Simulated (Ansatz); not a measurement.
## Response to strain in Al2O3

The reference is Al2O3 in the corundum structure (space group R-3c, No. 167; a = 4.729 Å, c = 12.892 Å (hexagonal axes)).

Strains are applied to the cell and any free atomic positions relax.

Computed with Kohn–Sham DFT with the LDA functional, run in Ansatz (a first-principles code) with PAW and 420 eV plane waves, no spin-orbit coupling.

Notes on the quantities. energy relative to the base: free energy F.

| variant | electron mass | energy relative to the base | volume per atom | band gap |
|---|---|---|---|---|
| base | 0.43 mₑ along c, 0.39 mₑ across (at Γ) | 0 meV/atom | 8.32 Å³ | 6.43 eV |
| isotropic strain +1.50 % | 0.40 mₑ along c, 0.37 mₑ across (at Γ) | +13 meV/atom | 8.70 Å³ | 5.88 eV |
| isotropic strain +2.25 % | 0.38 mₑ along c, 0.36 mₑ across (at Γ) | +29 meV/atom | 8.90 Å³ | 5.61 eV |
| isotropic strain +3.00 % | 0.37 mₑ along c, 0.35 mₑ across (at Γ) | +50 meV/atom | 9.10 Å³ | 5.34 eV |

Effective masses come from finite differences of ±0.01 Å⁻¹. Whether these cells are dynamically stable was not tested.
